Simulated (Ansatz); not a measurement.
```yaml
crystal:
  lattice:
    - [6.92543, 0.00044, 0.02790]
    - [-0.00002, 6.92514, -0.06529]
    - [-1.07888, -1.36490, 21.54397]
  atoms:
    - { symbol: C, position: [0.71305, 0.39075, 0.12930] }
    - { symbol: C, position: [0.32086, 0.59592, 0.12842] }
    - { symbol: C, position: [0.52435, 0.99308, 0.12653] }
    - { symbol: C, position: [0.11787, 0.19071, 0.12802] }
    - { symbol: C, position: [0.92440, 0.79813, 0.12888] }
    - { symbol: C, position: [0.63304, 0.65731, 0.03285] }
    - { symbol: C, position: [0.22409, 0.87212, 0.01742] }
    - { symbol: C, position: [0.37238, 0.28280, 0.02626] }
    - { symbol: C, position: [0.99975, 0.47114, 0.02700] }
    - { symbol: C, position: [0.80706, 0.07637, 0.01952] }
    - { symbol: C, position: [0.74852, 0.44121, 0.33142] }
    - { symbol: C, position: [0.35000, 0.63723, 0.33103] }
    - { symbol: C, position: [0.54839, 0.04003, 0.33103] }
    - { symbol: C, position: [0.14952, 0.23965, 0.33179] }
    - { symbol: C, position: [0.94946, 0.84017, 0.33196] }
    - { symbol: C, position: [0.63514, 0.71754, 0.22948] }
    - { symbol: C, position: [0.23636, 0.91698, 0.23003] }
    - { symbol: C, position: [0.43361, 0.31592, 0.22955] }
    - { symbol: C, position: [0.03365, 0.51626, 0.22932] }
    - { symbol: C, position: [0.83448, 0.11645, 0.23051] }
    - { symbol: C, position: [0.79050, 0.51760, 0.53451] }
    - { symbol: C, position: [0.38593, 0.66542, 0.54536] }
    - { symbol: C, position: [0.58622, 0.08576, 0.54165] }
    - { symbol: C, position: [0.16348, 0.26064, 0.52686] }
    - { symbol: C, position: [0.97772, 0.89109, 0.53473] }
    - { symbol: C, position: [0.66071, 0.76498, 0.43342] }
    - { symbol: C, position: [0.26795, 0.95747, 0.43254] }
    - { symbol: C, position: [0.46384, 0.35871, 0.43448] }
    - { symbol: C, position: [0.06623, 0.56283, 0.43270] }
    - { symbol: C, position: [0.86032, 0.16952, 0.43178] }
    - { symbol: Si, position: [0.82623, 0.60590, 0.17838] }
    - { symbol: Si, position: [0.42958, 0.80751, 0.17849] }
    - { symbol: Si, position: [0.62627, 0.20208, 0.17947] }
    - { symbol: Si, position: [0.22646, 0.40380, 0.17849] }
    - { symbol: Si, position: [0.02852, 0.00652, 0.18013] }
    - { symbol: Si, position: [0.90449, 0.28621, 0.07895] }
    - { symbol: Si, position: [0.50736, 0.47904, 0.07639] }
    - { symbol: Si, position: [0.72499, 0.88684, 0.07408] }
    - { symbol: Si, position: [0.31394, 0.07653, 0.07505] }
    - { symbol: Si, position: [0.11434, 0.68352, 0.07898] }
    - { symbol: Si, position: [0.85521, 0.65244, 0.38275] }
    - { symbol: Si, position: [0.45734, 0.84948, 0.38117] }
    - { symbol: Si, position: [0.65337, 0.25245, 0.38163] }
    - { symbol: Si, position: [0.25897, 0.44922, 0.38267] }
    - { symbol: Si, position: [0.05743, 0.05214, 0.38288] }
    - { symbol: Si, position: [0.94151, 0.32857, 0.28090] }
    - { symbol: Si, position: [0.54195, 0.52805, 0.27997] }
    - { symbol: Si, position: [0.74219, 0.92843, 0.28091] }
    - { symbol: Si, position: [0.34156, 0.12823, 0.28066] }
    - { symbol: Si, position: [0.14229, 0.72747, 0.28058] }
    - { symbol: Si, position: [0.96791, 0.38049, 0.48423] }
    - { symbol: Si, position: [0.56623, 0.57232, 0.48628] }
    - { symbol: Si, position: [0.77449, 0.98295, 0.48237] }
    - { symbol: Si, position: [0.37715, 0.16234, 0.48673] }
    - { symbol: Si, position: [0.17148, 0.77259, 0.48275] }
    - { symbol: Ta, position: [0.98460, 0.62374, 0.67309] }
    - { symbol: Ta, position: [0.50206, 0.64190, 0.67494] }
    - { symbol: Ta, position: [0.99549, 0.13970, 0.66966] }
    - { symbol: Ta, position: [0.48748, 0.11699, 0.66967] }
    - { symbol: Ta, position: [0.26770, 0.40366, 0.60234] }
    - { symbol: Ta, position: [0.70110, 0.33558, 0.59727] }
    - { symbol: Ta, position: [0.21102, 0.85081, 0.60162] }
    - { symbol: Ta, position: [0.72969, 0.82128, 0.58717] }
    - { symbol: Ta, position: [0.00538, 0.66307, 0.81814] }
    - { symbol: Ta, position: [0.51245, 0.66684, 0.81682] }
    - { symbol: Ta, position: [0.00811, 0.17316, 0.81895] }
    - { symbol: Ta, position: [0.51799, 0.16777, 0.81820] }
    - { symbol: Ta, position: [0.25082, 0.39703, 0.74433] }
    - { symbol: Ta, position: [0.75008, 0.39110, 0.74352] }
    - { symbol: Ta, position: [0.24620, 0.90409, 0.74336] }
    - { symbol: Ta, position: [0.75413, 0.90087, 0.74139] }
    - { symbol: Ta, position: [0.04035, 0.68260, 0.96038] }
    - { symbol: Ta, position: [0.48521, 0.74181, 0.96010] }
    - { symbol: Ta, position: [0.07438, 0.20543, 0.97389] }
    - { symbol: Ta, position: [0.56114, 0.16856, 0.96401] }
    - { symbol: Ta, position: [0.27710, 0.43198, 0.88885] }
    - { symbol: Ta, position: [0.76006, 0.43940, 0.89118] }
    - { symbol: Ta, position: [0.25856, 0.94572, 0.88464] }
    - { symbol: Ta, position: [0.78339, 0.93260, 0.89100] }
```

The first 55 atoms are the substrate (SiC-3C), the rest the film (Ta).

Method: PBE (plane waves to 420 eV, PAW; Ansatz, a program for electronic structure). No spin–orbit coupling; the runs are not spin-polarised; PBE gaps are too small against experiment. Its k-point mesh 4×4×1, Fermi–Dirac width 0.05 eV.

Question: Describe the bonding at the interfaces and give the barriers.

Answer: A periodic stack without vacuum, bcc Ta (0 0 1) on 3C silicon carbide (0 0 1) (film strained to the substrate, started from cuts of the bulks and a machine-learned relaxation; slabs C30Si25 and Ta24, which can lie off the formulas): substrate slab C30Si25, film Ta24, surface cells [[-3, -1], [-1, -2]] and [[0, 2], [-2, 0]], film strained by +4.3 and +4.3 %, outermost planes C/C and Ta/Ta as cut, which need not be the usual terminations and can put a slab off its formula.
The interface area is 48.0 Å², the period is 21.53 Å and the heights between the nearest atoms of the two slabs at the two interfaces is 0.90 and 0.94 Å. The C–Ta contacts across the interfaces within 1.22 times the sum of covalent radii comes out as 24, mean 2.35 Å and the Si–Ta contacts across the interfaces within 1.22 times the sum of covalent radii comes out as 18, mean 3.04 Å. The hole barrier (PBE) is 1.09 eV. The electron barrier (PBE) is 0.28 eV.
